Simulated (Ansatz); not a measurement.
An Ansatz (a quantum-chemistry and plane-wave program) input (plane-wave PAW DFT at the LDA level (Ansatz, 420 eV), without spin-orbit coupling):

Ansatz 0.2 input:
```yaml
crystal:
  lattice:
    - [3.0747358565, 0, 0]
    - [-1.5373679282, 2.6469178545, 0]
    - [0, 0, 5.015823232]
  atoms:
    - { symbol: Si, position: [0.3333333333, 0.6666666667, 0.9995920818] }
    - { symbol: Si, position: [0.6666666667, 0.3333333333, 0.4995920818] }
    - { symbol: C, position: [0.3333333333, 0.6666666667, 0.3754079182] }
    - { symbol: C, position: [0.6666666667, 0.3333333333, 0.8754079182] }
basis: { ecutwfc: 420, ecutrho_ratio: 4, xc_grid: 2, fft_grid_basis: typed }
kpoints: { mp_grid: { grid: [12, 12, 7] } }
hamiltonian:
  xc: lda
  dispersion: none
  pseudopotentials: { kind: paw }
scf: { occupations: { method: fermi_dirac, width: 0.05 }, convergence: { dr2_threshold: 0.0000000004 } }
relax: { f_tol: 0.005, max_steps: 50 }
output: { forces: true, stress: true }
checkpoint: { write: state.ck, write_every: 1000 }
```

Task: Which symmetry and how many k-points will the program report, and about how many plane waves at Γ?

Result: Space group Cmc21 (ITA 36) with 4 operations, k-points 172 of 1008, and 785 plane waves at Γ.

Task: And the final pressure?

Result: -1.37 GPa (compression positive).

The cells carry an imposed strain or load. Stability against distortions was not tested. The cell was made from SiC in the wurtzite structure (space group P6_3mc, No. 186) by this change: uniaxial strain ε_xx = +0.60 %.
